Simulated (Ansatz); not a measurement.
## Mo: pressure series

Base system: Mo in the bcc (W type) structure (space group Im-3m, No. 229).

```
Mo
1.0
   -1.57529     1.57529     1.57529
    1.57529    -1.57529     1.57529
    1.57529     1.57529    -1.57529
Mo
1
Direct
  0.00000   0.00000   0.00000
```

Cell and atoms are relaxed at each pressure.

Level of theory: plane-wave PAW DFT at the r2SCAN level (Ansatz, an electronic-structure program, 500 eV), scalar-relativistic without spin-orbit coupling.

| pressure (GPa) | volume per atom (Å³/atom) |
|---|---|
| -1 | 15.695 |
| 0 | 15.637 |
| 1.8 | 15.535 |
| 4.2 | 15.404 |
| 9 | 15.158 |
| 18 | 14.746 |
| 30 | ? |
| 45 | 13.774 |
| 60 | 13.343 |

### Question
Fit the third-order Birch–Murnaghan form P(V) = (3B₀/2)[(V₀/V)^(7/3) − (V₀/V)^(5/3)]·[1 + (3/4)(B₀′ − 4)((V₀/V)^(2/3) − 1)] (squares taken in P) to the rows shown and predict the withheld row.

### Answer
Least squares on the printed values gives V₀ = 15.636 Å³/atom, B₀ = 273 GPa, B₀′ = 4.1; this predicts 14.274 Å³/atom, and the run gives 14.274 Å³/atom, in agreement.

Load acts through the strain it causes; cell and atoms are relaxed under it. Stability against distortions was not tested. No other phases were tried under pressure. All final runs are without spin polarisation.
